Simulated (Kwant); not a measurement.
Model system: π system C1=Cc2cccc3cccc1c23 between two chain leads. The π system is taken as planar. Atoms are numbered from 0 in the order of the SMILES. Site energies (eV, carbon 0): [0.0, 0.0, 0.0, 0.0, 0.0, 0.0, 0.0, 0.0, 0.0, 0.0, 0.0, 0.0]. Bonds (i, j, β in eV): (0,1,-3) (1,2,-3) (2,3,-3) (3,4,-3) (4,5,-3) (5,6,-3) (6,7,-3) (7,8,-3) (8,9,-3) (9,10,-3) (10,11,-3) (10,0,-3) (11,2,-3) (11,6,-3). Leads: chains of hopping −4.5 eV, joined by −1.5 eV to atoms 0 and 8.

Site energies and bond integrals are typed Hückel values.

Kwant, Hückel tight-binding model, one pz orbital an atom, one spin, coherent transport at 0 K. Conductance is in e²/h.

Sweep values stay those of the base run.

Base results: transmission at E = 0 < 1e-12.

Task: What follows from this one change: contacts moved from atoms [0, 8] to [5, 7]?

Result: transmission at E = 0 < 1e-12 → 0.033.

Task: What follows from this one change: contacts moved from atoms [0, 8] to [0, 3]?

Result: transmission at E = 0 < 1e-12 → 0.048.

Task: What follows from this one change: contacts moved from atoms [0, 8] to [3, 5]?

Result: transmission at E = 0 < 1e-12 → 0.021.
